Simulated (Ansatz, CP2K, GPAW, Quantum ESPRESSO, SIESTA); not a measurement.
# One structure in several programs: Na3Cd (Fm-3m, 4 atoms in the cell)

Self-consistent single point, at a second geometry (lattice scaled by 0.98). First geometry:

```yaml
crystal:
  lattice:
    - [0.00000, 3.87624, 3.87624]
    - [3.87624, 0.00000, 3.87624]
    - [3.87624, 3.87624, 0.00000]
  atoms:
    - { symbol: Na, position: [0.25000, 0.25000, 0.25000] }
    - { symbol: Na, position: [0.75000, 0.75000, 0.75000] }
    - { symbol: Na, position: [0.50000, 0.50000, 0.50000] }
    - { symbol: Cd, position: [0.00000, 0.00000, 0.00000] }
```

Shared settings, as Ansatz (an electronic-structure program) writes them: kpoints.mp_grid.grid = 10 10 10; scf.occupations.method = fermi_dirac; scf.occupations.width = 0.1 eV. Potentials and cutoffs stand in the table.

| code | model | ΔF from the first geometry (meV/atom) | pressure (GPa) | cutoff |
|---|---|---|---|---|
| Quantum ESPRESSO | LDA (PZ), GBRV 1.5 ultrasoft (LDA) pseudopotentials | -10.2 | -0.68 | 40 Ry |
| Ansatz | LDA (PW92), PAW files made with PBE | -10.1 | -0.57 | 420 eV |
| SIESTA | LDA PW92, numerical atomic orbitals DZP, PseudoDojo LDA standard norm-conserving potentials (rewritten from UPF to PSML) | -7.8 | -0.22 | grid 400 Ry |
| GPAW | LDA (Perdew-Wang 92), GPAW PAW datasets LDA (gpaw-data 1.0.1) | -10.3 | -0.59 | 800 eV |
| CP2K | LDA (Pade form), GPW, DZVP-MOLOPT-SR-GTH basis, GTH-PADE potentials (GTH_POTENTIALS) | -15.7 | -1.07 | grid 950 Ry |

The spread over the programs that give each value: ΔF from the first geometry within 7.9 meV/atom; pressure within 0.85 GPa.

SIESTA and CP2K use small atom-centred bases, whose incompleteness enters pressures, forces and empty levels differently from a plane-wave cutoff. Ansatz's pressure is given at a fixed set of plane waves, as the other plane-wave codes print theirs. The same LDA comes in different parametrisations, which differ slightly.

The starting cell comes from a database of computed structures (which also holds hypothetical and non-ambient phases and stackings), without a prior relaxation at this level. For this run, on top of that: lattice scaled by 0.98.

Left out of this page: FLEUR (with a known weakness of the program).

Keys are those of Ansatz 0.2.
